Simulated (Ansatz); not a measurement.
```
RbSnN
1.0
    3.44311     0.00000     0.00000
   -1.72156     2.98182     0.00000
    0.00000     0.00000    12.55897
Rb Sn N
2 2 2
Direct
  0.33333   0.66667   0.26485
  0.66667   0.33333   0.76485
  0.00000   0.00000   0.02163
  0.00000   0.00000   0.52163
  0.33333   0.66667   0.60432
  0.66667   0.33333   0.10432
```

The cell was generated from a structure type, relaxed within its symmetry, and need not be the phase found at ambient conditions. Spin-orbit coupling is not included.

### Question
Give the diagonal Born effective charges atom by atom and the electronic dielectric tensor from linear response, PBEsol density-functional theory in Ansatz (plane waves, PAW).

### Answer
```tsv
atom	Z*xx	Z*yy	Z*zz
Rb1	0.90	0.90	1.68
Rb2	0.90	0.90	1.68
Sn3	2.52	2.52	0.28
Sn4	2.52	2.52	0.28
N5	-3.42	-3.42	-1.96
N6	-3.42	-3.42	-1.96
```

ε∞ diagonal: 8.6, 8.6, 6.5. The k mesh is 8×8×4. The program warned that the k mesh resolves the field response only roughly, so the permittivities and charges are not converged. Away from Γ the polar cell without biaxial strain shows no imaginary mode on a 2×2×2 mesh.

The PAW data sets were generated under PBE and serve the other functionals too.

Ansatz is a first-principles code.
